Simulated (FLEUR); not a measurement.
A self-consistent single point of CuTe (P1, 4 atoms in the cell) with FLEUR.

Level of theory: LDA (Vosko-Wilk-Nusair), all-electron FLAPW (FLEUR), scalar-relativistic valence.

The change in words: atoms moved at random. Reference geometry:
```
CuTe
1.0
    3.19743     0.00000     0.00000
    0.00000     3.94576     0.00000
    0.00000     0.00000     7.21942
Cu Te
2 2
Direct
  0.00000   0.50000   0.46459
  0.50000   0.00000   0.53541
  0.00000   0.00000   0.23823
  0.50000   0.50000   0.76177
```

Reference input (self-consistent single point, DFT, LDA (Vosko-Wilk-Nusair), all-electron FLAPW (FLEUR), scalar-relativistic valence): Kmax = 3.5 1/bohr; GmaxXC = 12.2 1/bohr; xcFunctional = vwn; jspins = 1; l_soc = F; mode = gauss; fermiSmearingEnergy = 0.00499791 Htr; mesh (inpgen div1-3) = 7 6 3; inpgen gamma flag = true; Gmax = 12.2 1/bohr; numbands = 0; maxIterBroyd = 25. This run's input differs from it in these lines:

```diff
@@ -10,6 +10,6 @@
 4
-29 0.0000000000 0.5000000000 0.4645900000
-29 0.5000000000 0.0000000000 0.5354100000
-52 0.0000000000 -0.0000000000 0.2382300000
-52 0.5000000000 0.5000000000 0.7617700000
+29 -0.0232840000 0.4945610000 0.4575840000
+29 0.5090770000 0.0078470000 0.5337510000
+52 0.0127690000 0.0004330000 0.2436950000
+52 0.5014390000 0.4971590000 0.7649700000
 
@@ -79,4 +79,7 @@
       <atomGroup species="Copper (Cu)">
-         <relPos label="                   1">-1.000/4.000 1.000/4.000 .4645900000</relPos>
-         <relPos label="                   2">1.000/4.000 -1.000/4.000 -.4645900000</relPos>
+         <relPos label="                   1">-.0232840000 .4945610000 .4575840000</relPos>
+         <force calculate="T" relaxXYZ="TTT"/>
+      </atomGroup>
+      <atomGroup species="Copper (Cu)">
+         <relPos label="                   2">-.4909230000 .0078470000 -.4662490000</relPos>
          <force calculate="T" relaxXYZ="TTT"/>
@@ -84,4 +87,7 @@
       <atomGroup species="Tellurium (Te)">
-         <relPos label="                   3">-1.000/4.000 -1.000/4.000 .2382300000</relPos>
-         <relPos label="                   4">1.000/4.000 1.000/4.000 -.2382300000</relPos>
+         <relPos label="                   3">.0127690000 .0004330000 .2436950000</relPos>
+         <force calculate="T" relaxXYZ="TTT"/>
+      </atomGroup>
+      <atomGroup species="Tellurium (Te)">
+         <relPos label="                   4">-.4985610000 .4971590000 -.2350300000</relPos>
          <force calculate="T" relaxXYZ="TTT"/>
```

The program printed (abridged):

```
 Iteration:     1   Distance:      20.01676824 me/bohr^3
 Iteration:     2   Distance:      13.06750848 me/bohr^3
 Iteration:     3   Distance:       5.43504227 me/bohr^3
 Iteration:     4   Distance:       5.44948559 me/bohr^3
 Iteration:     5   Distance:       2.88053539 me/bohr^3
   [... 12 lines left out ...]
 Iteration:    18   Distance:       0.00013350 me/bohr^3
 Iteration:    19   Distance:       0.00004627 me/bohr^3
 Iteration:    20   Distance:       0.00002767 me/bohr^3
 Iteration:    21   Distance:       0.00000457 me/bohr^3
 Reset of history
 Run finished successfully
 Stop message:
   Structural relaxation: new displacements generated

[file out, last iteration]
             iter=     22
[...]
          total density-effective poten   -2.7860534545E+04
          total charge density-energy d   -4.7123919389E+02
 Updated energy parameters for spin:           1
[...]
 fermi energy and band-weighting factors:
    0.743804    0.755092

[...]
FERMIE:
          first approx. to ef    (T=0)  :   0.240035 htr   (energy of the highest occ. eigenvalue)
          number of occ. states  (T=0)  :       1727
          first approx. to seigv (T=0)  : -19.228308 htr
          sum of weights of occ. states :  27.007937
          sum of semicore charge        :   0.000000 e
          fermi energy=   0.24148 har   work function=  -6.57094 ev
   [... lines left out ...]
          total moment                 =     0.00000
 Direct bandgap for spin            1 :    1.8500921467642678E-002  Htr
   [... lines left out ...]
      3               0.00011892                    0.00000394                      219167.81535133     density at radius of nuncleus
      3                                                                             231413.87232675     average density over nuncleus
      4               0.00011892                    0.00000394                      219168.57591388     density at radius of nuncleus
      4
```

The run converged in 21 iterations. FLEUR gives forces in its relaxation mode, with a further iteration, so its stop message speaks of a relaxation. Against the reference run the total energy rises by 11.1 meV/atom and the largest force goes from 0.119 to 0.584 eV/Å.

The starting cell comes from a database of computed structures (which also holds hypothetical and non-ambient phases and stackings), without a prior relaxation at this level. Its lattice was rescaled by a random factor within 2.5 % of one. For this run, on top of that: atoms moved at random. Spin-orbit coupling is off. Spin polarisation is off. Values depend on the basis (sphere radii, cutoffs, local orbitals), which need not be converged. No gap is read from this output. The log's line on a gap gives a spacing of levels on this mesh, which the program prints for metals too.

Cost on one core of a shared machine: roughly 10 min.
